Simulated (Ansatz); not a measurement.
**InSb, response to strain**

The parent structure is InSb in the zinc blende structure (space group F-43m, No. 216; a = 6.556 Å). Axes: x, y, z lie along the cube axes.

Strains are applied to the cell and any free atomic positions relax; under biaxial strain the out-of-plane vector relaxes too; under stress the whole cell relaxes.

Computed with plane-wave PAW DFT at the r2SCAN level (Ansatz, a quantum-chemistry and plane-wave program, 500 eV), no spin-orbit coupling.

Notes on the quantities. energy relative to the base: free energy F; pressure: mean of the normal stresses, compression positive.

| change | shortest interatomic distance | energy relative to the base | pressure | space group |
|---|---|---|---|---|
| base | 2.839 Å | 0 meV/atom | 0.0 GPa | F-43m (No. 216) |
| biaxial strain −0.81 %, plane normal [001], relaxed out of plane | 2.832 Å | +0.9 meV/atom | 0.3 GPa | I-4m2 (No. 119) |
| biaxial strain +0.70 %, plane normal [110], relaxed out of plane | 2.844 Å | +0.9 meV/atom | -0.4 GPa | Imm2 (No. 44) |
| biaxial strain +1.22 %, plane normal [111], relaxed out of plane | 2.842 Å | +2.9 meV/atom | -0.7 GPa | R3m (No. 160) |
| isotropic strain −1.47 % | 2.797 Å | +9.9 meV/atom | 2.2 GPa | F-43m (No. 216) |
| isotropic strain −1.21 % | 2.804 Å | +6.6 meV/atom | 1.7 GPa | F-43m (No. 216) |
| isotropic strain +1.15 % | 2.871 Å | +5.4 meV/atom | -1.4 GPa | F-43m (No. 216) |
| uniaxial strain ε_yy = −2.13 % | 2.819 Å | +3.3 meV/atom | 1.0 GPa | I-4m2 (No. 119) |
| tensor shear ε_xy = −0.85 % | 2.833 Å | +0.9 meV/atom | 0.0 GPa | Imm2 (No. 44) |
| uniaxial stress, 8 GPa compression along x | 3.002 Å | +0.249 eV/atom | – | I-4m2 (No. 119) |

A biaxial case was relaxed in a doubled cell and then solved in the primitive one. Beyond what the load breaks, stability against distortions was not tested. All final runs are without spin polarisation. Under uniaxial stress, 8 GPa compression along x the cell changed shape so far that it is another structure.
